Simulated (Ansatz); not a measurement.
Reference: PbI2 (P-3m1), PBEsol+D3BJ with spin-orbit coupling, rigid bands (plane waves, PAW; Ansatz, an electronic-structure program); axes and stresses refer to this cell.

```yaml
crystal:
  lattice:
    - [4.43869, 0.00000, 0.00000]
    - [-2.21934, 3.84401, 0.00000]
    - [0.00000, 0.00000, 6.74127]
  atoms:
    - { symbol: Pb, position: [0.00000, 0.00000, 0.00000] }
    - { symbol: I, position: [0.66667, 0.33333, 0.71971] }
    - { symbol: I, position: [0.33333, 0.66667, 0.28029] }
```

The electron mass along z comes out as 1.22 mₑ and the Seebeck coefficient, p-type 1e19 cm⁻³ is 179 μV/K. The band gap is 1.14 eV.

**Question.** Change: biaxial stress xx = yy = -1 GPa (compression positive). What happens to electron mass along z, Seebeck coefficient, p-type 1e19 cm⁻³, band gap?

**Answer.** electron mass along z goes up to 1.57 mₑ; Seebeck coefficient, p-type 1e19 cm⁻³ grows to 320 μV/K; band gap moves little, to 1.15 eV.

**Question.** Change: biaxial stress xx = yy = 1 GPa (compression positive). What happens to electron mass along z, Seebeck coefficient, p-type 1e19 cm⁻³, band gap?

**Answer.** electron mass along z falls to 1.01 mₑ; Seebeck coefficient, p-type 1e19 cm⁻³ falls to 160 μV/K; band gap moves little, to 1.14 eV.

**Question.** Change: biaxial stress xx = yy = 2 GPa (compression positive). What happens to electron mass along z, Seebeck coefficient, p-type 1e19 cm⁻³, band gap?

**Answer.** electron mass along z shrinks to 0.38 mₑ; Seebeck coefficient, p-type 1e19 cm⁻³ falls to 153 μV/K; band gap goes up to 1.18 eV.

**Question.** Change: hydrostatic pressure 2 GPa. What happens to electron mass along z, Seebeck coefficient, p-type 1e19 cm⁻³, band gap?

**Answer.** electron mass along z falls to 0.83 mₑ; Seebeck coefficient, p-type 1e19 cm⁻³ decreases to 133 μV/K; band gap decreases to 0.96 eV.

**Question.** Change: uniaxial stress zz = -1 GPa (compression positive). What happens to electron mass along z, Seebeck coefficient, p-type 1e19 cm⁻³, band gap?

**Answer.** electron mass along z increases to 1.39 mₑ; Seebeck coefficient, p-type 1e19 cm⁻³ goes up to 212 μV/K; band gap grows to 1.31 eV.

**Question.** Change: uniaxial stress zz = 1 GPa (compression positive). What happens to electron mass along z, Seebeck coefficient, p-type 1e19 cm⁻³, band gap?

**Answer.** electron mass along z moves little, to 1.21 mₑ; Seebeck coefficient, p-type 1e19 cm⁻³ increases to 267 μV/K; band gap shrinks to 1.07 eV.

Masses are for dilute carriers at 300 K, harmonic means over directions unless an axis is named. Seebeck coefficients are for the stated density at 300 K, with one relaxation time for all states and whether or not that doping can be reached. Stresses and pressures are the targets of the relaxation.  The structure type is held under load, also where the real crystal would transform.

PBEsol with a dispersion correction tends to overbind, so the cell can be several per cent short, in bad cases over ten, which usually narrows a gap: PbI2 (P-3m1).
